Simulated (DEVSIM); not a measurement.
System: abrupt Ge n-p junction, at 300 K.

Layer 1 from the left is Ge, thickness (μm) 1.20, Nd (cm⁻³) 4.4e17, τn (s) 2.7e-7, τp (s) 2.7e-7. Layer 2 from the left is Ge, thickness (μm) 1.50, Na (cm⁻³) 4.2e12, τn (s) 2.7e-7, τp (s) 2.7e-7.

Left contact: ohmic. Right contact: ohmic. Voltage is applied to the left contact. Recombination: SRH at mid-gap. Mobility is μmin + (μ − μmin)/(1 + (N/Nref)^α).

Constants are typed, rounded textbook-type inputs, not results; the design itself was drawn at random and stands for no fabricated device. Values at 300 K.

Ge: gap (eV) 0.664, affinity (eV) 4, permittivity 16, Nc (cm⁻³) 1.04e19, Nv (cm⁻³) 6e18, μn (cm²/Vs) 3900, μp (cm²/Vs) 1900, μn,min 150, μp,min 100, Nref,n 2.6e17, Nref,p 4e17, αn 0.56, αp 0.6.

DEVSIM, 1D drift-diffusion, Boltzmann statistics, complete ionisation; no tunnelling, impact ionisation, image-force lowering or self-heating.

Problem. What does the simulation give for the potential step across the device at zero bias, the dark forward voltage at 100 A/cm², the largest field in the device at zero bias?

Solution. potential step across the device at zero bias 0.260 V; dark forward voltage at 100 A/cm² 0.138 V; largest field in the device at zero bias 31000 V/cm.
